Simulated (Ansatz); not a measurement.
```
CELL_PARAMETERS angstrom
      3.96959     0.00000     0.02660
      0.00000     3.96959     0.00000
      0.03153     0.00000     4.70543
ATOMIC_POSITIONS crystal
  Pb 0.50264 0.00000 0.74939
  Pb 0.99736 0.50000 0.25061
  O  0.50073 0.50000 0.00001
  O  0.99927 0.00000 0.99999
```

No spin polarisation.

Method: PBEsol-D3(BJ), PAW, 420 eV (Ansatz, an electronic-structure program; no spin-orbit coupling). k-mesh 8×8×7 (Γ-centred); smearing 0.05 eV (Fermi–Dirac).

Task: Predict the space group and stress.

Result: The space group comes out as P2_1/m (No. 11) and the stress (xx, yy, zz, yz, xz, xy; compression positive) comes out as (0.02, 0.02, 0.02, 0.00, -0.36, 0.00) GPa.

The cells carry an imposed strain or load. No phonon test of stability was made. The cell was made from PbO (space group P4/nmm, No. 129) by this change: tensor shear ε_xz = +0.67 %.
